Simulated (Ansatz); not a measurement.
CuAu: pressure series

Take CuAu (space group P4/mmm, No. 123; a = 2.882 Å, c = 3.615 Å) as the base.

Cell and atoms are relaxed at each pressure.

Calculations: DFT with PBE, PAW potentials and a 420 eV plane-wave cutoff in Ansatz (a program for electronic structure), no spin-orbit coupling.

```csv
P (GPa),V (Å³/atom)
-1.99,15.230
-1.00,15.116
3.01,14.706
7.01,14.357
15.00,13.787
30.00,12.985
50.00,12.224
```

Q: Fit a third-order Birch–Murnaghan equation of state.

A: Least squares on P(V) = (3B₀/2)[(V₀/V)^(7/3) − (V₀/V)^(5/3)]·[1 + (3/4)(B₀′ − 4)((V₀/V)^(2/3) − 1)] gives V₀ = 15.01 Å³/atom, B₀ = 141 GPa and B₀′ = 5.3.

Load acts through the strain it causes; cell and atoms are relaxed under it. No phonon test of stability was made. No other phases were tried under pressure. All final runs are without spin polarisation.
